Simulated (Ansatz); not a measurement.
**W under a change: biaxial strain −2.50 %, plane normal [001], relaxed out of plane**

Base system: W in the bcc (W type) structure (space group Im-3m, No. 229; a = 3.1353 Å; relaxed with 0.1 eV smearing). Axes: x, y, z lie along the cube axes.

The change: biaxial strain −2.50 %, plane normal [001], relaxed out of plane (Cartesian); in-plane vectors clamped, the third vector and the atoms free.

Calculations: LDA/PAW in Ansatz (a program for electronic structure), no spin-orbit coupling. Γ-centred 29×29×29 mesh, Fermi–Dirac width 0.1 eV.

| quantity | base | changed | shift |
|---|---|---|---|
| volume per atom | 15.41 Å³ | 14.97 Å³ | -0.44 Å³ |
| space group | Im-3m (No. 229) | I4/mmm (No. 139) | – |
| shortest interatomic distance | 5.131 bohr | 5.084 bohr | -0.047 bohr |
| energy relative to the base (free energy F) | 0 meV/atom | +38 meV/atom | +38 meV/atom |
| pressure (mean of the normal stresses, compression positive) | 0.0 GPa | 10.8 GPa | +10.8 GPa |
| band gap | zero | zero | – |
| out-of-plane strain | – | +2.16 % | – |
| ratio −ε⊥/ε∥ | – | 0.86 | – |
| mean in-plane stress (compression positive) | – | +16.2 GPa | – |

Final structure (turned so that z lies along the plane normal):

```yaml
crystal:
  lattice:
    - [3.05691, 0.00000, 0.00000]
    - [0.00000, 3.05691, 0.00000]
    - [1.52846, -1.52846, 1.60154]
  atoms:
    - { symbol: W, position: [0.00000, 0.00000, 0.00000] }
```

No phonon test of stability was made. All final runs are without spin polarisation.
